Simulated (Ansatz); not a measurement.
Start from InAgTe₂ in the chalcopyrite structure (space group I-42d, No. 122; a = 6.432 Å, c = 12.766 Å). Axes: x, y, z lie along a, b, c of the conventional cell.

Method: Ansatz (an electronic-structure program) PBEsol, no SOC.

Base values:

| Item | Result |
|---|---|
| Shortest interatomic distance | 2.746 Å |
| Pressure | 0.00 GPa |

Perturbation: uniaxial strain ε_xx = −1.50 %, all other strain components held at zero, atoms relaxed at fixed cell.

### Question
Predict the new energy relative to the base, shortest interatomic distance and pressure.

### Answer
The energy goes up by 1.3 meV/atom; the shortest interatomic distance shrinks by 0.0155 Å to 2.730 Å; the pressure (mean of the normal stresses, compression positive) goes from zero to 0.69 GPa.

Whether these cells are dynamically stable was not tested.
